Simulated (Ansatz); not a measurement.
## WSe2, carrier doping

Consider WSe$_{2}$ (space group P6_3/mmc, No. 194; a = 3.2791 Å, c = 12.7861 Å; layered, stacked along the Cartesian z axis).

Carriers are added at fixed cell with a uniform background; the Fermi–Dirac width is that of 300 K.

Computed with Ansatz (a program for electronic structure) PBE-D3(BJ), no spin-orbit coupling.

Notes on the quantities. Fermi level from band edge: Fermi level relative to the doped band's edge (positive inside the band; to 0.05 eV).

| variant | gap between the host's bands | Fermi level from band edge |
|---|---|---|
| undoped | 0.87 eV | – |
| electrons 2.0×10^21 cm⁻³ | [?] | +0.30 eV |
| electrons 3.0×10^21 cm⁻³ | 0.84 eV | +0.45 eV |
| electrons 1.0×10^22 cm⁻³ | [?] | [?] |
| holes 2.0×10^21 cm⁻³ | 0.90 eV | +0.45 eV |
| holes 3.0×10^21 cm⁻³ | 0.90 eV | +0.50 eV |
| holes 1.0×10^22 cm⁻³ | 0.93 eV | [?] |

Task: Complete the table.

Result: 
- electrons 2.0×10^21 cm⁻³, gap between the host's bands: 0.85 eV
- electrons 1.0×10^22 cm⁻³, gap between the host's bands: 0.78 eV
- electrons 1.0×10^22 cm⁻³, Fermi level from band edge: +0.85 eV
- holes 1.0×10^22 cm⁻³, Fermi level from band edge: +0.80 eV

Charged cell with a jellium background: band edges are those of the host's band count, energies are not comparable with the neutral cell, and many-body gap narrowing is missing. With W present, leaving out spin-orbit coupling can change the band edges. No phonon test of stability was made.
